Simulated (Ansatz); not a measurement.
For CsCl-type NiAl, BLYP in Ansatz (plane waves, PAW) gives:

- lattice parameter a = 2.923 Å
- bulk modulus B0 = 142 GPa
- cohesive energy = 3.79 eV/atom
- formation enthalpy = -0.641 eV/atom

What does r²SCAN-D4 (plane waves, PAW; Ansatz, an electronic-structure program) give for the same quantities?


- lattice constant a: 2.854 Å (falls by 2.4 %)
- bulk modulus: 181 GPa (rises by 27 %)
- cohesive energy: 4.95 eV/atom (goes up by 1.16 eV/atom)
- formation enthalpy: -0.687 eV/atom (moves by -0.046 eV/atom)

For comparison: lattice constant a 2.882 Å (measured, extrapolated to 0 K, zero-point anharmonic expansion removed (Haas, Tran, Blaha 2009); as tabulated in Levämäki et al. (2014), arXiv:1402.3671); bulk modulus 156 GPa (measured, room temperature, not corrected to a static lattice; as tabulated in Yamada et al. (2019), arXiv:1910.09660); formation enthalpy -0.640 ± 0.01 eV/atom (measured, 298 K, copied from a table, unchecked, not corrected to a static lattice; as tabulated in Wang et al. (2021), doi:10.1038/s41598-021-94550-5).

Changes are worked out from the printed values.

Unless a cell is named, each level is at its own relaxed cell (BLYP 12.48, r²SCAN-D4 11.62 Å³/atom).

The crystal itself was run without spin with BLYP, r²SCAN-D4; a magnetic state was not tried in these runs.

Ansatz's density-functional and Hartree–Fock values are scalar-relativistic unless marked +SOC, with PAW data made under PBE.
